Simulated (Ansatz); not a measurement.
Structures of equal composition on the (000-1) surface of 4H silicon carbide (C plane on top): (√3x√3)R30° Ga adatom at H3; (√3x√3)R30° Ga adatom at T4. The slabs share one bottom face, and each structure is named by its start. These are constructed structures in small cells; real faces may alloy, dewet or reconstruct in larger ones, and not all known structures of the face are among them. Slabs of about 11 Å with all that they carry, Fermi-Dirac smearing of 0.025 eV. Bottom of the slabs: H caps. Relaxed from the named starts with such symmetry as they have, on meshes of like density; energies extrapolated to zero smearing; no spin-orbit coupling, no U. Spin-polarised runs, if any, are marked in brackets, and their order is one that fits the cell; the others ran without spin. Where a second, spin-polarised start was run, the lower counts.

Host crystal: 4H silicon carbide, with a band gap (PBE, scalar-relativistic without spin-orbit coupling).

Level of theory: HSE06, at the PBE geometry (plane waves to 420 eV, PAW; Ansatz, a program for electronic structure).

Task: Rank these by energy per 1x1 cell (lowest first), as HSE06, at the PBE geometry gives it.

Result: (√3x√3)R30° Ga adatom at H3 (0.000 eV), (√3x√3)R30° Ga adatom at T4 (0.207 eV)
